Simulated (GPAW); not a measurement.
A self-consistent single point of Ba (Im-3m, 1 atom in the cell) with GPAW.

Computed with LDA (Perdew-Wang 92), GPAW PAW datasets LDA (gpaw-data 1.0.1) (plane waves; GPAW).

```xyz
1
Lattice="-2.5150 2.5150 2.5150 2.5150 -2.5150 2.5150 2.5150 2.5150 -2.5150" Properties=species:S:1:pos:R:3 pbc="T T T"
Ba     0.0000     0.0000     0.0000
```

Reference input (self-consistent single point, DFT PBE, plane waves, GPAW PAW datasets PBE (gpaw-data 1.0.1)): mode = pw; ecut = 550 eV; xc = PBE; kpts = 12 12 12; mesh shift (steps) = 0 0 0; occupations.name = methfessel-paxton; occupations.width = 0.1 eV; occupations.order = 0; nbands = -7; convergence.density = 1e-05 e/electron; symmetry.symmorphic = false; symmetry.tolerance = 0.0005. This run's input differs from it in these lines:

```diff
@@ -12,3 +12,3 @@
 calc = GPAW(mode=PW(550),
-            xc='PBE',
+            xc='LDA',
             kpts={'size': (12, 12, 12), 'gamma': True},
```

Its files differ too (potentials: GPAW PAW datasets LDA (gpaw-data 1.0.1)).

Output (repeated stretches shortened):

```
     iter     time        total  log10-change:
                         energy   eigst   dens
iter:   1 --:--:--    -2.122237
iter:   2 --:--:--    -2.324164   -1.00  -1.19
iter:   3 --:--:--    -2.262116   -2.00  -1.22
iter:   4 --:--:--    -2.181037   -2.14  -1.36
iter:   5 --:--:--    -2.180825   -3.78  -2.11
iter:   6 --:--:--    -2.179896c  -4.01  -2.17
iter:   7 --:--:--    -2.179220c  -4.67  -2.34
iter:   8 --:--:--    -2.179218c  -6.51  -3.45
iter:   9 --:--:--    -2.179222c  -6.84  -3.39
iter:  10 --:--:--    -2.179218c  -6.57  -3.56
iter:  11 --:--:--    -2.179218c  -8.37c -4.65
iter:  12 --:--:--    -2.179218c  -8.13c -4.64
iter:  13 --:--:--    -2.179218c  -8.46c -4.29
iter:  14 --:--:--    -2.179218c -10.29c -4.75
iter:  15 --:--:--    -2.179218c  -8.44c -4.67
iter:  16 --:--:--    -2.179218c  -8.85c -4.59
iter:  17 --:--:--    -2.179218c -10.48c -5.61c
Converged after 17 iterations.

Dipole moment: (0.000000, -0.000000, -0.000000) |e|*Ang

Energy contributions relative to reference atoms: (reference = -221107.773552)

Kinetic:         -0.714290
Potential:       +2.409183
External:        +0.000000
XC:              -3.825391
Entropy (-ST):   -0.006535
Local:           -0.045453
SIC:             +0.000000
--------------------------
Free energy:     -2.182486
Extrapolated:    -2.179218

Showing only first 2 kpts
 Kpt  Band  Eigenvalues  Occupancy
  0     3     -9.11982    2.00000
  0     4      1.96275    2.00000
  0     5      6.46993    0.00000
  0     6      6.46993    0.00000

  1     3     -9.11999    2.00000
  1     4      2.09204    2.00000
  1     5      6.36649    0.00000
  1     6      6.41721    0.00000

Fermi level: 4.71935

No gap
No difference between direct/indirect transitions
Energy (eV): -2.179218

Forces in eV/Ang:
  0 Ba    0.00000   -0.00000    0.00000

Stress tensor:
     0.008192    -0.000000    -0.000000
    -0.000000     0.008192     0.000000
    -0.000000     0.000000     0.008192
Stress (GPa, Voigt): [ 1.3125  1.3125  1.3125  0.     -0.     -0.    ]
```

The run converged in 17 iterations. GPAW prints stress with tension positive. Against the reference run the pressure goes from -0.01 to -1.31 GPa.

The starting cell has typed, rounded lattice constants, without a prior relaxation at this level. Its lattice was rescaled by a random factor within 2.5 % of one.

Cost on one core of a shared machine: roughly 50 s.
